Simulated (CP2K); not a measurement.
A user runs CP2K on a (001) slab of SrIBr (cut from a parent of space group no. 62; 12 atoms in the cell) and asks whether the run is sound. The aim is a self-consistent single point with DFT LDA (Pade form), GPW, DZVP-MOLOPT-SR-GTH basis, GTH-PADE potentials (GTH_POTENTIALS).

Cell that was meant: a = 5.1181 Å, b = 8.1471 Å, c = 18.5414 Å, α = 90.00°, β = 90.00°, γ = 90.00°.

Part of the input:

```
      &END SMEAR
    &END SCF
    &KPOINTS
      SCHEME MONKHORST-PACK 5 3 5
    &END KPOINTS
    &XC
      &XC_FUNCTIONAL PADE
```

Log, with long lists cut:

```
 GLOBAL| Method name                                                        CP2K
   [... lines left out ...]
                           96                96.000                        1.000

 Number of electrons:                                                         96
 Number of occupied orbitals:                                                 48
 Number of molecular orbitals:                                                64

 Number of orbital functions:                                                160
 Number of independent orbital functions:                                    160
 SCF WAVEFUNCTION OPTIMIZATION

  Step     Update method      Time    Convergence         Total energy    Change
     1 NoMix/Diag. 0.30E+00      -     1.87091150      -223.7061111761 -2.24E+02
     2 Broy./Diag. 0.30E+00      -     0.02642971      -223.0211308057  6.85E-01
     3 Broy./Diag. 0.30E+00      -     0.07298725      -223.3493848158 -3.28E-01
     4 Broy./Diag. 0.30E+00      -     0.00975968      -223.8333520276 -4.84E-01
     5 Broy./Diag. 0.30E+00      -     0.00998041      -223.7206891139  1.13E-01
     6 Broy./Diag. 0.30E+00      -     0.00256816      -223.6963751501  2.43E-02
   [... 18 lines left out ...]
    25 Broy./Diag. 0.30E+00      -     0.00000030      -223.7027657579 -4.68E-06
    26 Broy./Diag. 0.30E+00      -     0.00000018      -223.7027711238 -5.37E-06
    27 Broy./Diag. 0.30E+00      -     0.00000014      -223.7027726899 -1.57E-06
    28 Broy./Diag. 0.30E+00      -     0.00000002      -223.7027726844  5.45E-09
  *** SCF run converged in    28 steps ***

  Overlap energy of the core charge distribution:               0.00000000000001
  Self energy of the core charge distribution:               -444.39332864111611
  Core Hamiltonian energy:                                     94.75027992712248
  Hartree energy:                                             162.35251739420093
  Exchange-correlation energy:                                -36.41224136141368
  Electronic entropic energy:                                  -0.00000000322988
  Fermi energy:                                                 0.01894574593570

  Total energy:                                              -223.70277268443624
  Total energy (extrapolated to T->0):                       -223.70277268282129

   [... lines left out ...]
 STRESS|                        x                   y                   z
 STRESS|      x       -1.77878843137E+04  -3.92402248684E-06  -3.70245963675E-10
 STRESS|      y       -3.92402248684E-06  -1.66600020732E+04  -2.12650447066E-01
 STRESS|      z       -3.70245963675E-10  -2.12650447066E-01  -1.01095850937E+04
 STRESS| 1/3 Trace                                            -1.48524904935E+04
```

Q: Can these results be used? Check the input.

A: The results can be used. The input holds k-points along the vacuum direction, which can do harm: bands are flat across a wide vacuum, so extra points there mostly cost time. Here it did none. The run converged in 28 iterations, and against the sound input the free energy hardly moves (within 1 meV/atom), the largest force stays at 0.744 eV/Å and the gap on the mesh stays at 3.397 eV.

An input that runs soundly differs in these lines (not the only fix; some lines may just follow from the change or write a value another way):
```diff
-      SCHEME MONKHORST-PACK 5 3 5
+      SCHEME MONKHORST-PACK 5 3 1
```

With that input, the run converged in 28 iterations: free energy E − TS -6087.2626 eV; top of the valence band (on the code's own zero) -1.32 eV; gap on the k-point mesh 3.40 eV; pressure averaged over the cell with its vacuum -1.49 GPa; largest force (vector length) 0.744 eV/Å (DFT LDA (Pade form), GPW, DZVP-MOLOPT-SR-GTH basis, GTH-PADE potentials (GTH_POTENTIALS)).

On the sound input: the starting cell comes from a database of computed structures (which also holds hypothetical and non-ambient phases and stackings), without a prior relaxation at this level. The slab is cut from that crystal, and its faces are unrelaxed. Its lattice was rescaled in the plane by a random factor within 2.5 % of one. Spin-orbit coupling is off. Spin polarisation is off, though cut faces can carry moments; a gap of a slab can lie between surface states. Values carry the incompleteness of an atom-centred basis.
